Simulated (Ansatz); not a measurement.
Base system: SnTe in the rock salt structure (space group Fm-3m, No. 225; a = 6.370 Å). Axes: x, y, z lie along the cube axes.

All numbers come from r2SCAN (Ansatz, a program for electronic structure), without spin-orbit coupling.

A first run, uniaxial strain ε_zz = +2.01 %, gives secant values C11 ≈ 110 GPa and C12 ≈ 3.2 GPa from its stress. A second run applies isotropic strain −2.89 %.

### Question
What does linear elasticity predict for the bulk modulus −ΔP/(ΔV/V₀) in the second run, and what does the run give?

### Answer
Linear elasticity: (C11 + 2 C12)/3 = 39 GPa. The run gives 56 GPa; any difference comes from nonlinear terms at these strains and numerical noise.

No phonon test of stability was made.
